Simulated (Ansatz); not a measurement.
Base system: SiC in the wurtzite structure (space group P6_3mc, No. 186; a = 3.0760 Å, c = 5.0478 Å).

The change: Ge takes the place of C on all its sites, then cell and atoms are relaxed.

Levels (all Ansatz, a first-principles code, PAW, earlier PAW set): PBEsol (420 eV, without spin-orbit coupling); r2SCAN (500 eV, without spin-orbit coupling); HSE06 (420 eV, spin-orbit coupling left out); PBEsol+SOC (420 eV, with spin-orbit coupling).

At the geometry relaxed with PBEsol, these levels gave the following band gaps, in shuffled order: (a) 0.97 eV, (b) 0.65 eV, (c) 0.29 eV, (d) 0.35 eV.

Match each gap to its level.

(a) HSE06; (b) r2SCAN; (c) PBEsol+SOC; (d) PBEsol.

Single points use the geometry relaxed with PBEsol. The hybrid gap comes from the SCF mesh plus the semilocal run's edge points and a few special points and is an upper bound. The spin-orbit shifts are approximate. Whether these cells are dynamically stable was not tested. For SiGe in this form, whether it has been made was not checked. The zero or small gap of SiGe can change with the level of theory.
